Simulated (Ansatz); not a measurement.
Ansatz (an electronic-structure program) run on Si8Mg5Ca2H2O24 (C2/m, 41 atoms in the cell): self-consistent single point.

Level of theory: PBEsol, default PAW files made with PBE (plane waves; Ansatz).

```xyz
41
Lattice="4.8373 -8.8745 0.0000 4.8373 8.8745 0.0000 -1.3211 0.0000 5.0177" Properties=species:S:1:pos:R:3 pbc="T T T"
Si     2.3221     1.4891     1.4913
Si     6.0315     1.4891     3.5264
Si     6.0315    -1.4891     3.5264
Si     2.3221    -1.4891     1.4913
Si     1.7271     3.0369     4.0377
Si     6.6264     3.0369     0.9800
Si     6.6264    -3.0369     0.9800
Si     1.7271    -3.0369     4.0377
Mg     4.1768    -7.3162     2.5088
Mg     4.1768     7.3162     2.5088
Mg     4.8373    -5.7418     0.0000
Mg     4.8373     5.7418     0.0000
Mg     0.0000     0.0000     0.0000
Ca     4.1768    -3.9403     2.5088
Ca     4.1768     3.9403     2.5088
H      0.8869     0.0000     3.8335
H      7.4666     0.0000     1.1842
O      0.7946     1.5211     1.0939
O      7.5589     1.5211     3.9238
O      7.5589    -1.5211     3.9238
O      0.7946    -1.5211     1.0939
O      5.0287    -5.8412     3.6348
O      3.3248    -5.8412     1.3829
O      3.3248     5.8412     1.3829
O      5.0287     5.8412     3.6348
O      0.1045     0.0000     3.5902
O      8.2491     0.0000     1.4275
O      5.8710    -4.4035     1.0382
O      2.4825    -4.4035     3.9795
O      2.4825     4.4035     3.9795
O      5.8710     4.4035     1.0382
O      3.2204     2.3855     0.5043
O      5.1331     2.3855     4.5134
O      5.1331    -2.3855     4.5134
O      3.2204    -2.3855     0.5043
O      2.5498     2.1086     2.9559
O      5.8037     2.1086     2.0618
O      5.8037    -2.1086     2.0618
O      2.5498    -2.1086     2.9559
O      2.8803     0.0000     1.4692
O      5.4732     0.0000     3.5485
```

Reference input (self-consistent single point, DFT, PBEsol, plane waves, default PAW files made with PBE): basis.ecutwfc = 420 eV; kpoints.mp_grid.grid = 3 3 4; hamiltonian.xc = pbesol; hamiltonian.pseudopotentials = {kind: paw} (the program's default PAW files); scf.occupations.method = methfessel_paxton; scf.occupations.width = 0.136 eV. This run's input differs from it in these lines:

Ansatz 0.2 input:
```diff
@@ -49,3 +49,3 @@
 basis:
-  ecutwfc: 420.0 eV
+  ecutwfc: 545.0 eV
 kpoints:
```

Output (repeated stretches shortened):

```
SCF iter   1: F=—  HF=-31663.225620 eV  |F-HF|=—  |Δ(HF+E_count)|=         —  Δρ=1.31e-2  dr2=5.82e-1  ethr=1.77e-3  ⟨swp⟩=10.5  Hψ=13380  notcnv=0  defer=45
all-band conjugate gradients solve this SCF's bands
preconditioner: auto → Resta (q_TF=auto, 2.488 Å⁻¹)
SCF iter   2: F=—  HF=-31663.047173 eV  |F-HF|=—  |Δ(HF+E_count)|=   1.78e-1  S|Δr|=    0.00e0  Δρ=2.36e-3  dr2=1.50e-2  ethr=2.35e-4  ⟨swp⟩=2.0  Hψ=3691  notcnv=0  defer=378
   [... lines left out ...]
SCF iter   7: F=—  HF=-31663.044541 eV  |F-HF|=—  |Δ(HF+E_count)|=   3.20e-6  S|Δr|=    0.00e0  Δρ=2.40e-5  dr2=2.10e-6  ethr=2.74e-9  ⟨swp⟩=2.3  Hψ=3164  notcnv=0  defer=378
SCF iter   8: F=—  HF=-31663.044541 eV  |F-HF|=—  |Δ(HF+E_count)|=   4.09e-8  S|Δr|=    0.00e0  Δρ=6.09e-6  dr2=1.91e-7  ethr=8.46e-10  ⟨swp⟩=2.4  Hψ=3187  notcnv=0  defer=378
SCF iter   9: F=-31663.044541 eV  HF=-31663.044541 eV  |F-HF|=2.66e-8  |Δ(HF+E_count)|=   1.23e-7  S|Δr|=    0.00e0  Δρ=2.83e-6  dr2=3.97e-8  ethr=4.03e-11  ⟨swp⟩=15.9  Hψ=13394  notcnv=0
SCF 1 converged in 9 iterations: F = -31663.044541 eV  dr2 = 3.97e-8
Stability not checked (fill_not_monotonic)
Free energy (F): -31663.044541 eV
Internal energy: -31663.044541 eV  (E = F + TS)
E sigma→0 (E₀):  -31663.044541 eV
Fermi energy:    8.046216 eV
--- Forces (eV/Å), atoms counted from 1 ---
  atom   1  Si    -0.02510749     0.19247003    -0.01196329
  atom   2  Si     0.02510749     0.19247003     0.01196329
  atom   3  Si     0.02510749    -0.19247003     0.01196329
  atom   4  Si    -0.02510749    -0.19247003    -0.01196329
  atom   5  Si    -0.04583931    -0.18902214     0.08364372
   [... 32 lines left out ...]
   [... lines left out ...]
  atom  41  O     -0.99213740     0.00000000     0.05453480
--- Stress (GPa, compression-positive) ---
       19.252593       0.000000       2.181905
        0.000000      11.918750       0.000000
        2.181908       0.000000      11.686808
  P = ⅓ Tr σ = 14.2861 GPa (142.861 kbar)
  The stress holds the Pulay correction. Without it, at fixed plane waves, as pw.x and ABINIT print it: P = 14.2533 GPa
```

The run converged in 9 iterations. Against the reference run the free energy drops by 3.7 meV/atom, the pressure moves little (14.28 to 14.29 GPa), the largest force goes from 12.602 to 12.57 eV/Å and the gap on the mesh stays at 5.409 eV.

The starting cell comes from a database of published, mostly measured structures (it also holds non-ambient and calculated ones), without a prior relaxation at this level. Its lattice was rescaled by a random factor within 2.5 % of one. Forces in this geometry exceed 1 eV/Å. Ansatz's pressure includes its estimate of the finite-basis (Pulay) stress.

Cost on one core of a shared machine: roughly 3 min.
